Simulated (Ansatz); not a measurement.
**Polycrystal shear modulus of L1₂ (Cu3Au-type) Al3Sc at several levels of theory**

No measured value is used here.

```tsv
level (code)	value (GPa)	cell (Å³/atom)
LDA (Ansatz)	79.6	16.39
PBE (Ansatz)	[?]	17.30
PBEsol (Ansatz)	75.7	16.88
r²SCAN (Ansatz)	80.3	17.06
```

### Question
Complete the blanks.

### Answer

- PBE (Ansatz, a program for electronic structure), value (GPa): 70.3

Each level is taken at its own relaxed cell. Cutoffs differ between the levels. Ansatz's density-functional and Hartree–Fock values are scalar-relativistic unless marked +SOC, with PAW data made under PBE.
